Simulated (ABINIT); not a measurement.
A self-consistent single point of Fe (Im-3m, 1 atom in the cell) with ABINIT.

Method of the run: PBE, norm-conserving pseudopotentials (PseudoDojo nc-sr-05 PBE standard) (plane waves; ABINIT).

The change in words: lattice scaled by 0.98. Reference geometry:
```xyz
1
Lattice="-1.4132 1.4132 1.4132 1.4132 -1.4132 1.4132 1.4132 1.4132 -1.4132" Properties=species:S:1:pos:R:3 pbc="T T T"
Fe     0.0000     0.0000     0.0000
```
Moments meant for the start (each program seeds them in its own way; μB, in the order of the atoms Fe): 4.0.

Reference input (self-consistent single point, DFT, PBE, plane waves, norm-conserving pseudopotentials (PseudoDojo nc-sr-05 PBE standard)): pseudos = [Fe.upf]; ecut = 45 Ha; ixc = 11; nsppol = 2; occopt = 3; tsmear = 0.1 eV; ngkpt = 16 16 16; nshiftk = 1; shiftk = 0 0 0; potentials = PseudoDojo nc-sr-05 PBE standard; nband = 15; kptopt = 1. This run's input differs from it in these lines:

```diff
@@ -3,3 +3,3 @@
 pseudos "Fe.upf"
-acell 4.6255374469 4.6255374469 4.6255374469
+acell 4.5330265016 4.5330265016 4.5330265016
 rprim
```

Output, abridged:

```
--- !BeginCycle
solver: {iscf: 7, nstep: 60, nline: 4, wfoptalg: 0, }
tolerances: {tolvrs: 1.00E-11, }
...

     iter   Etot(hartree)     deltaE(h) residm    vres2    magn
 ETOT  1  -125.28882050275    -1.25E+02 3.41E-01 5.41E+01 2.629
 ETOT  2  -125.32993979410    -4.11E-02 4.33E-02 5.48E+01 2.362
 ETOT  3  -125.33658608306    -6.65E-03 3.19E-03 1.38E+01 2.226
 ETOT  4  -125.33858639274    -2.00E-03 2.67E-03 8.78E-02 2.170
 ETOT  5  -125.33861801652    -3.16E-05 1.02E-03 4.95E-03 2.150
   [... 2 lines left out ...]
 ETOT  8  -125.33862401702    -6.18E-08 4.87E-04 1.30E-06 2.132
 ETOT  9  -125.33862401797    -9.57E-10 2.12E-04 1.66E-08 2.132
 ETOT 10  -125.33862401798    -2.94E-12 1.91E-04 2.07E-11 2.132
 ETOT 11  -125.33862401798     4.12E-13 1.30E-04 2.03E-12 2.132
 At SCF step   11       vres2   =  2.03E-12 < tolvrs=  1.00E-11 =>converged.

 Cartesian components of stress tensor (hartree/bohr^3)
  sigma(1 1)= -5.59680119E-04  sigma(3 2)=  0.00000000E+00
  sigma(2 2)= -5.59680119E-04  sigma(3 1)=  0.00000000E+00
  sigma(3 3)= -5.59680119E-04  sigma(2 1)=  0.00000000E+00

 Integrated electronic and magnetization densities in atomic spheres:
 Radius=ratsph(iatom), smearing ratsm=  0.0000. Diff(up-dn)=approximate z local magnetic moment.
 Atom    Radius    up_density   dn_density  Total(up+dn)  Diff(up-dn)
    1   2.00000     8.171983     5.994454     14.166437     2.177529
  Sum:              8.171983     5.994454     14.166437     2.177529
 Total magnetization (from the atomic spheres):             2.177529
 Total magnetization (exact up - dn):                       2.131914

   [... lines left out ...]
 Fermi (or HOMO) energy (eV) =  14.47714   Average Vxc (eV)= -14.26015
   [... lines left out ...]
total_energy        : -1.25338624017975E+02
total_energy_eV     : -3.41063741063734E+03
band_energy         : -1.02638784887976E+01
...

-Cartesian components of stress tensor (GPa)         [Pressure=  1.6466E+01 GPa]
- sigma(1 1)= -1.64663548E+01  sigma(3 2)=  0.00000000E+00
- sigma(2 2)= -1.64663548E+01  sigma(3 1)=  0.00000000E+00
- sigma(3 3)= -1.64663548E+01  sigma(2 1)=  0.00000000E+00

 Calculation completed.
```

The run converged in 11 iterations. Against the reference run the free energy goes up by 39.4 meV/atom, the pressure goes from 3.03 to 16.47 GPa and the size of the net moment goes from 2.25 to 2.13 μB/atom.

The starting cell comes from a database of computed structures (which also holds hypothetical and non-ambient phases and stackings), without a prior relaxation at this level. Its lattice was rescaled by a random factor within 2.5 % of one. For this run, on top of that: lattice scaled by 0.98. With one magnetic atom in the cell only a parallel order is possible. With a pressure of about 16 GPa the cell is away from its equilibrium volume at this level.

Cost on one core of a shared machine: roughly 2 min.
